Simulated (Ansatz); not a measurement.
System: Al vacancy in zinc-blende AlN (charge state -3). The step: a nearby Al atom hops onto the vacant site; the atom moves 3.04 Å along (0.00, 0.49, -0.49) of the unit cell; the moving atom starts with neighbours N at 1.80, 2 N at 1.93, N at 1.94 Å and ends with N at 1.80, 2 N at 1.93, N at 1.94 Å. A PBE band in Ansatz (plane-wave PAW, the Γ point alone, 64 host sites, 22 SCF runs with any check of the saddle's order, static, no finite-size correction) gives a forward barrier of 2.11 eV. The saddle point's order was not checked, and it lies on a symmetry element of the cell, where a band can be held. The host's phase is taken as given; its stability against other phases was not computed. The charge state is imposed; whether it is stable for some Fermi level was not computed. Forms of the defect that were not tried may lie lower.

Single points at the band's start and saddle point can refine it. Rough cost of one point, in units of the band's mean SCF on the same machine:

```tsv
Level	Cost of one point
PBE, a 2×2×2 k-point mesh shifted by half a step	about 6
r2SCAN at 500 eV, the Γ point alone	about 4
```

Task: Which of these move the barrier by more than 0.1 eV, and how far does each move it?

Result: PBE, a 2×2×2 k-point mesh shifted by half a step: -0.01 eV; r2SCAN at 500 eV, the Γ point alone: +0.22 eV. Each functional is compared with PBE at the same k-points.

Ansatz is a program for electronic structure.
